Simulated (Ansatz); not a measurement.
A self-consistent single point of Cu₃Au (Pm-3m, 4 atoms in the cell) with Ansatz (a program for electronic structure).

Level of theory: PBE with spin-orbit coupling (plane waves, PAW; Ansatz).

```yaml
crystal:
  lattice:
    - [3.80711, 0.00000, 0.00000]
    - [0.00000, 3.80711, 0.00000]
    - [0.00000, 0.00000, 3.80711]
  atoms:
    - { symbol: Cu, position: [0.00000, 0.50000, 0.50000] }
    - { symbol: Cu, position: [0.50000, 0.00000, 0.50000] }
    - { symbol: Cu, position: [0.50000, 0.50000, 0.00000] }
    - { symbol: Au, position: [0.00000, 0.00000, 0.00000] }
```

Reference input (self-consistent single point, DFT, PBE, plane waves, default PAW files): kpoints.mp_grid.grid = 9 9 9; hamiltonian.xc = pbe; hamiltonian.pseudopotentials = {kind: paw} (the program's default PAW files); scf.occupations.method = gaussian; scf.occupations.width = 0.272 eV. This run's input differs from it in these lines:

Ansatz 0.2 input:
```diff
@@ -15,2 +15,5 @@
   pseudopotentials: { kind: paw }
+magnetization:
+  noncollinear: true
+  spin_orbit: true
 scf:
```

The program printed (abridged):

```
SCF iter   1: F=—  HF=-33069.396311 eV  |F-HF|=—  |Δ(HF+E_count)|=         —  Δρ=1.87e-1  dr2=3.35e1  dr2_m=0.00e0 (ungated)  ethr=3.10e-3  |M|=0.00e0 ∫|m|=0.00e0 μB  |m|>n=0.0e0 m-floor=0.0e0 τ_xc=0.0e0  β_m=0.30  ⟨swp⟩=7.3  Hψ=7488  notcnv=0  defer=12
all-band conjugate gradients solve this SCF's bands
preconditioner: auto → Kerker (q_TF=auto, 2.878 Å⁻¹)
spin=Noncollinear: Kerker preconditioning applied to the charge; magnetization (m_x, m_y, m_z) channels mix plain (no charge-response kernel on spin).
   [... lines left out ...]
SCF iter  10: F=—  HF=-33063.645601 eV  |F-HF|=—  |Δ(HF+E_count)|=   1.05e-5  Δρ=3.08e-5  dr2=6.05e-7  dr2_m=0.00e0 (ungated)  ethr=7.50e-9  |M|=0.00e0 ∫|m|=0.00e0 μB  |m|>n=0.0e0 m-floor=0.0e0 τ_xc=0.0e0  β_m=0.98  ⟨swp⟩=2.0  Hψ=1924  notcnv=0  defer=290
SCF iter  11: F=-33063.645601 eV  HF=-33063.645601 eV  |F-HF|=1.36e-8  |Δ(HF+E_count)|=   8.81e-8  Δρ=1.40e-5  dr2=5.69e-8  dr2_m=0.00e0 (ungated)  ethr=1.32e-10  |M|=0.00e0 ∫|m|=0.00e0 μB  |m|>n=0.0e0 m-floor=0.0e0 τ_xc=0.0e0  ⟨swp⟩=10.3  Hψ=7094  notcnv=0
SCF 1 converged in 11 iterations: F = -33063.645601 eV  dr2 = 5.69e-8
Magnetization: |M| = 0.0000 μB,  M = (+0.0000, +0.0000, +0.0000) μB
Absolute magnetization: 0.0000 μB (∫|m|)
  site 0: m = (+0.0000, +0.0000, +0.0000) μB, |m| = 0.0000 μB  (R = 1.11 Å)
  site 1: m = (+0.0000, +0.0000, +0.0000) μB, |m| = 0.0000 μB  (R = 1.11 Å)
  site 2: m = (+0.0000, +0.0000, +0.0000) μB, |m| = 0.0000 μB  (R = 1.11 Å)
  site 3: m = (+0.0000, +0.0000, +0.0000) μB, |m| = 0.0000 μB  (R = 1.11 Å)
Free energy (F): -33063.645601 eV
Internal energy: -33063.608298 eV  (E = F + TS)
E sigma→0 (E₀):  -33063.626949 eV
Entropy (-TS):   -0.037303 eV (-9.326 meV/atom)
Fermi energy:    17.000170 eV
--- Forces (eV/Å), atoms counted from 1 ---
  atom   1  Cu     0.00000000    -0.00000000     0.00000000
   [... zero for the other atoms too ...]
--- Stress (GPa, compression-positive) ---
       -3.300923      -0.000000      -0.000000
       -0.000000      -3.300923       0.000000
        0.000000       0.000000      -3.300923
  P = ⅓ Tr σ = -3.3009 GPa (-33.009 kbar)
  The stress holds the Pulay correction. Without it, at fixed plane waves, as pw.x and ABINIT print it: P = -3.3947 GPa
```

The run converged in 11 iterations. Against the reference run the pressure goes from -2.78 to -3.30 GPa.

The starting cell comes from a database of computed structures (which also holds hypothetical and non-ambient phases and stackings), without a prior relaxation at this level. Its lattice was rescaled by a random factor within 2.5 % of one. With a pressure of about -3 GPa the cell is away from its equilibrium volume at this level. Ansatz's pressure includes its estimate of the finite-basis (Pulay) stress.

Cost on one core of a shared machine: roughly 40 s.
